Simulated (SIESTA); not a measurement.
# Convergence study of the k-point mesh for W (Im-3m, 1 atom in the cell)

```
CELL_PARAMETERS angstrom
     -1.57210     1.57210     1.57210
      1.57210    -1.57210     1.57210
      1.57210     1.57210    -1.57210
ATOMIC_POSITIONS crystal
  W  0.00000 0.00000 0.00000
```

Level of theory: GGA PBE, numerical atomic orbitals DZP, PseudoDojo PBE standard norm-conserving potentials (rewritten from UPF to PSML) in SIESTA.

Base settings: XC.functional = GGA; XC.authors = PBE; potentials = PseudoDojo PBE standard; PAO.BasisSize = DZP; PAO.EnergyShift = 0.005 Ry; MeshCutoff = 350 Ry; kgrid.MonkhorstPack = 7 7 7; OccupationFunction = FD; ElectronicTemperature = 0.1 eV; MaxSCFIterations = 150.

Only quantities that move along the ladder and can be compared are tabulated.

Core times come from one kind of shared machine, to one figure; runs under 30 s give none.

The starting cell has typed, rounded lattice constants, without a prior relaxation at this level. Its lattice was rescaled by up to half a per cent. Spin polarisation is off. Values carry the incompleteness of an atom-centred basis. In the base run, with a pressure of about 16 GPa the cell is away from its equilibrium volume at this level.

```csv
kgrid.MonkhorstPack,free energy less the last step's (meV/atom),pressure (GPa),core time / last (rough)
3 3 3,398.06,24.82,–
4 4 4,160.81,13.97,–
5 5 5,-47.69,14.95,–
7 7 7,59.69,15.68,–
8 8 8,3.93,15.46,–
10 10 10,4.99,15.49,0.3
13 13 13,-12.89,14.79,0.3
15 15 15,2.08,15.14,0.5
17 17 17,-1.97,14.96,0.8
21 21 21,0.00,15.05,1
```

Coarsest kgrid.MonkhorstPack that holds the free energy within 1 meV/atom: not settled: the last two steps still differ by 2.0 meV/atom, over half the tolerance, so the ladder does not show it.

Coarsest kgrid.MonkhorstPack that holds the pressure within 0.2 GPa of the last step, with all finer ones: 15 15 15; the step before is off by 0.26 GPa.

Two neighbours can agree and both be off: 8 8 8 and 10 10 10 differ by 0.03 GPa in the pressure, yet lie about 0.44 GPa from the last step.
